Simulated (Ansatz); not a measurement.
The starting structures come from a database of crystals and need not be the phases stable at ambient conditions.

 Where the default PAW files enter, the runs use the earlier of Ansatz's two default sets.

Tunnelling through a barrier is set by its complex band structure: the current falls as exp(−2κd) with the smallest κ.

Input:

```xyz
16
Lattice="3.8082 0.0000 0.0000 0.0000 7.4374 0.0000 0.0000 0.0000 7.4374" Properties=species:S:1:pos:R:3 pbc="T T T"
W      3.5982     1.7299     5.4486
W      0.2100     1.9888     1.7299
W      3.5982     5.7074     1.9888
W      0.2100     5.4486     5.7074
O      1.8623     1.8244     5.5431
O      1.9460     1.8943     1.8244
O      1.8623     5.6130     1.8943
O      1.9460     5.5431     5.6130
O      3.7900     0.0382     1.8653
O      0.0182     5.5721     0.0382
O      3.7900     7.3991     5.5721
O      0.0182     1.8653     7.3991
O      0.0182     3.6805     5.5840
O      3.7900     5.5840     3.7569
O      0.0182     3.7569     1.8534
O      3.7900     1.8534     3.6805
```

Space group of this cell: P-42_1m. The cell is strained (all lengths scaled by 0.98); by PBEsol its mean pressure is 14.5 GPa.

Transport runs along the normal of the first two printed cell vectors, the (100) plane of the conventional cell.

No gap correction and no spin-orbit coupling; mid-gap values are interpolated between computed energies.

Problem. Predict the band gap and the smallest decay constant κ at mid-gap from PBEsol in Ansatz (a program for electronic structure).

Solution. Gap 1.28 eV on a 8×4×4 mesh; κ = 0.171 1/Å, at the zone centre.
